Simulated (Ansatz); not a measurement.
We consider Ir3Al (model structure, started from the D019 type, P6₃/mmc, No. 194, 8 atoms in the cell), described by PBE (plane waves, PAW; Ansatz, a first-principles code).

Numerical settings: plane-wave cutoff 520 eV, 12×12×14 k mesh (along the axes of the cell as run), Fermi–Dirac smearing 0.05 eV, no spin polarisation, scalar-relativistic PAW data made under PBE.

Cell (relaxed at this level):

AlIr₃ is taken in the hexagonal space group P6₃/mmc (No. 194), Pearson symbol hP8. Conventional cell: a = 5.508 Å, b = 5.508 Å, c = 4.371 Å, α = 90.00°, β = 90.00°, γ = 120.00°. Ir on 6h sees 4 Al at 2.695–2.754 Å and 8 Ir at 2.711–2.778 Å (anticuboctahedral). Al on 2c is surrounded by 12 Ir at 2.695–2.754 Å (anticuboctahedral). (Neighbours: up to the widest gap in distance over summed covalent radii, below 1.35, at either atom.)

Problem. Predict the bulk modulus B0.

Solution. 
- bulk modulus B0: 277 GPa

Note: the run has no spin polarisation, so it can have missed a magnetic state; the bulk modulus is −V dP/dV from two relaxed cells at ±2 % in volume; the relaxation could raise the start's symmetry but not lower it, so the cell can be a saddle point.

Spin–orbit coupling is not included.

Computed values are for the static lattice.

It cost very roughly 5 core-minutes of CPU time.

A model structure was made by putting elements into a prototype or built by hand; it is no filed structure, need not be a known phase, and can be a saddle point held by its symmetry.
